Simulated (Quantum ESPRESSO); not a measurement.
The gap of cubic perovskite BaTiO3 (space group 221) against the Hubbard U (Quantum ESPRESSO, PBE+U)

```yaml
crystal:
  lattice:
    - [4.03961, 0.00000, 0.00000]
    - [0.00000, 4.03961, 0.00000]
    - [0.00000, 0.00000, 4.03961]
  atoms:
    - { symbol: Ba, position: [0.00000, 0.00000, 0.00000] }
    - { symbol: Ti, position: [0.50000, 0.50000, 0.50000] }
    - { symbol: O, position: [0.50000, 0.00000, 0.50000] }
    - { symbol: O, position: [0.00000, 0.50000, 0.50000] }
    - { symbol: O, position: [0.50000, 0.50000, 0.00000] }
```

Method: PBE+U, PSlibrary PAW (PBE) pseudopotentials (plane waves; Quantum ESPRESSO). Settings of the first row: ecutwfc = 78 Ry; ecutrho = 858 Ry; occupations = smearing; smearing = fd; degauss = 0.000734986 Ry; K_POINTS = automatic 8 8 8 0 0 0; HUBBARD = ortho-atomic; U Ti-3d 1 eV; conv_thr = 1e-10 Ry. Only the value of U changes; the cell is held with its atoms.

Here U stands for U and Eg for gap on the mesh.

| U (eV) | gap on the mesh (eV) |
|---|---|
| 1.0 | 1.81 |
| 2.0 | 1.92 |
| 3.0 | 2.03 |
| 4.0 | 2.15 |
| 5.0 | 2.29 |
| 6.0 | 2.44 |
| 7.0 | 2.60 |
| 8.0 | ? |

Fit Eg of the 7 rows that show it with a parabola. With u = U - 4.0, the rows have u = -3.0000, -2.0000, -1.0000, 0.0000, 1.0000, 2.0000, 3.0000. Least squares gives Eg = 2.154 + 0.1311·u + 0.00583·u². Residuals (row less fit): -0.003, 0.005, 0.001, -0.004, -0.001, 0.000, 0.000; standard error 0.004 (degrees of freedom: 4).

Task: What does the fit predict for Eg at U = 8.0, and how far is the calculated value from it?

Result: u = 4.0000, so Eg = 2.154 + 0.1311 × 4.0000 + 0.00583 × 4.0000² = 2.772 eV. The calculation gives 2.79 eV, 0.018 eV above the prediction (1.8 % of the range of Eg in the table). The row lies outside the fitted rows, so this is an extrapolation. From the scatter of the fitted rows alone, a prediction at this place has a standard error of 0.007 eV, so the miss is 2.7 times that.

Carrying the step between the two nearest rows on in a straight line would have given 2.76, off by 0.03; series whose last step already gives the withheld value aren't shown. The cell has about the measured size, scaled by a guess for this functional, and isn't relaxed. This is a high-temperature phase, held here by symmetry. The runs keep the symmetry of the cell, so they don't test it for distortions. Spin polarisation is off. The U value is a test value. Gaps are read on the mesh; the runs don't name the k-points of the edges, and only smooth series are shown.
